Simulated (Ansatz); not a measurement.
Results of r²SCAN in Ansatz (plane waves, PAW) for AlB2-type TiB2.

Numerical settings: plane-wave cutoff 500 eV, 18×18×12 k mesh (along the axes of the cell as run), Fermi–Dirac smearing 0.05 eV, no spin polarisation, scalar-relativistic PAW data made under PBE.

Computed at the level's own relaxed cell.

Problem. Give the computed volume per atom, lattice constant a and lattice parameter c.

Solution. 
* **volume per atom**: 8.51 Å³/atom
* **lattice constant a**: 3.025 Å
* **lattice parameter c**: 3.223 Å

Measured, for comparison: lattice constant a 3.029 Å, lattice parameter c 3.229 Å (293 K, not corrected to a static lattice; as tabulated in R. G. Munro, J. Res. NIST 105, 709 (2000), Material Properties of Titanium …). Computed (rounded) less measured: lattice constant a -0.1 %, lattice parameter c -0.2 %.

The computed numbers hold no vibrational or temperature effects.

The result took about 50 core-seconds (a rough figure).

Ansatz is a first-principles code.
